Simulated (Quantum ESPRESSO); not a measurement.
A self-consistent single point of LiCdPO₄ (Pnma, 28 atoms in the cell) with Quantum ESPRESSO.

Level of theory: rVV10, GBRV 1.5 ultrasoft (PBE) pseudopotentials (plane waves; Quantum ESPRESSO).

```yaml
crystal:
  lattice:
    - [10.93316, 0.00000, 0.00000]
    - [0.00000, 6.37518, 0.00000]
    - [0.00000, 0.00000, 4.86350]
  atoms:
    - { symbol: Li, position: [0.50000, 0.50000, 0.00000] }
    - { symbol: Li, position: [0.00000, 0.50000, 0.50000] }
    - { symbol: Li, position: [0.00000, 0.00000, 0.50000] }
    - { symbol: Li, position: [0.50000, 0.00000, 0.00000] }
    - { symbol: Cd, position: [0.28362, 0.75000, 0.54205] }
    - { symbol: Cd, position: [0.71638, 0.25000, 0.45795] }
    - { symbol: Cd, position: [0.21638, 0.25000, 0.04205] }
    - { symbol: Cd, position: [0.78362, 0.75000, 0.95795] }
    - { symbol: P, position: [0.58821, 0.75000, 0.39635] }
    - { symbol: P, position: [0.41179, 0.25000, 0.60365] }
    - { symbol: P, position: [0.91179, 0.25000, 0.89635] }
    - { symbol: P, position: [0.08821, 0.75000, 0.10365] }
    - { symbol: O, position: [0.34566, 0.05474, 0.73575] }
    - { symbol: O, position: [0.65434, 0.94526, 0.26425] }
    - { symbol: O, position: [0.15434, 0.94526, 0.23575] }
    - { symbol: O, position: [0.84566, 0.05474, 0.76425] }
    - { symbol: O, position: [0.84566, 0.44526, 0.76425] }
    - { symbol: O, position: [0.15434, 0.55474, 0.23575] }
    - { symbol: O, position: [0.65434, 0.55474, 0.26425] }
    - { symbol: O, position: [0.34566, 0.44526, 0.73575] }
    - { symbol: O, position: [0.09206, 0.75000, 0.78778] }
    - { symbol: O, position: [0.90794, 0.25000, 0.21222] }
    - { symbol: O, position: [0.40794, 0.25000, 0.28778] }
    - { symbol: O, position: [0.59206, 0.75000, 0.71222] }
    - { symbol: O, position: [0.95637, 0.75000, 0.22602] }
    - { symbol: O, position: [0.04363, 0.25000, 0.77398] }
    - { symbol: O, position: [0.54363, 0.25000, 0.72602] }
    - { symbol: O, position: [0.45637, 0.75000, 0.27398] }
```

Reference input (self-consistent single point, DFT, PBEsol, plane waves, GBRV 1.5 ultrasoft (PBESOL) pseudopotentials): ecutwfc = 40 Ry; ecutrho = 200 Ry; occupations = smearing; smearing = fermi-dirac; degauss = 0.0036749 Ry; K_POINTS = automatic 2 3 5 0 0 0; conv_thr = 1e-10 Ry. This run's input differs from it in these lines:

```diff
@@ -20,2 +20,3 @@
  degauss = 0.0036749
+ input_dft = 'rvv10'
 /
@@ -25,6 +26,6 @@
 ATOMIC_SPECIES
-Li     6.9400  li_pbesol_v1.4.uspp.F.UPF
-Cd   112.4140  cd_pbesol_v1.uspp.F.UPF
-P     30.9738  p_pbesol_v1.5.uspp.F.UPF
-O     15.9990  o_pbesol_v1.2.uspp.F.UPF
+Li     6.9400  li_pbe_v1.4.uspp.F.UPF
+Cd   112.4140  cd_pbe_v1.uspp.F.UPF
+P     30.9738  p_pbe_v1.5.uspp.F.UPF
+O     15.9990  o_pbe_v1.2.uspp.F.UPF
 ATOMIC_POSITIONS {crystal}
```

Output (repeated stretches shortened):

```
     Self-consistent Calculation

     iteration #  1     ecut=    40.00 Ry     beta= 0.70

     negative rho (up, down):  8.361E-02 0.000E+00

     total energy              =   -1097.66983093 Ry
     estimated scf accuracy    <       4.11736383 Ry

     iteration #  2     ecut=    40.00 Ry     beta= 0.70

     negative rho (up, down):  8.546E-02 0.000E+00

     total energy              =   -1098.84557853 Ry
     estimated scf accuracy    <       4.16249877 Ry

     iteration #  3     ecut=    40.00 Ry     beta= 0.70

     negative rho (up, down):  8.552E-02 0.000E+00

     total energy              =   -1099.56994283 Ry
     estimated scf accuracy    <       0.04179206 Ry

   [... 9 blocks of this kind left out ...]

     iteration # 13     ecut=    40.00 Ry     beta= 0.70

     negative rho (up, down):  8.595E-02 0.000E+00

     total energy              =   -1099.60309652 Ry
     estimated scf accuracy    <          1.2E-10 Ry

     iteration # 14     ecut=    40.00 Ry     beta= 0.70

     negative rho (up, down):  8.595E-02 0.000E+00
     End of self-consistent calculation

     the Fermi energy is     5.9313 ev

!    total energy              =   -1099.60309652 Ry
     estimated scf accuracy    <          4.7E-12 Ry
     smearing contrib. (-TS)   =      -0.00000000 Ry
     internal energy E=F+TS    =   -1099.60309652 Ry

     convergence has been achieved in  14 iterations

     negative rho (up, down):  8.595E-02 0.000E+00

     Forces acting on atoms (cartesian axes, Ry/au):

     atom    1 type  1   force =     0.00000000   -0.00000000    0.00000000
     atom    2 type  1   force =     0.00000000    0.00000000    0.00000000
     atom    3 type  1   force =     0.00000000    0.00000000    0.00000000
     atom    4 type  1   force =     0.00000000    0.00000000    0.00000000
     atom    5 type  2   force =     0.00133193   -0.00000000    0.00252611
   [... lines left out ...]
     Total force =     0.068360     Total SCF correction =     0.000007
   [... lines left out ...]

     negative rho (up, down):  8.595E-02 0.000E+00
          total   stress  (Ry/bohr**3)                   (kbar)     P=        4.06
   0.00002755   0.00000000   0.00000000            4.05        0.00        0.00
   0.00000000   0.00001418   0.00000000            0.00        2.09        0.00
   0.00000000   0.00000000   0.00004105            0.00        0.00        6.04

   JOB DONE.
```

The run converged in 14 iterations. Against the reference run the pressure goes from -3.81 to 0.41 GPa, the largest force goes from 0.099 to 0.470 eV/Å and the gap on the mesh goes from 3.100 to 3.026 eV.

The starting cell comes from a database of computed structures (which also holds hypothetical and non-ambient phases and stackings), without a prior relaxation at this level.

Cost on one core of a shared machine: roughly 8 min.
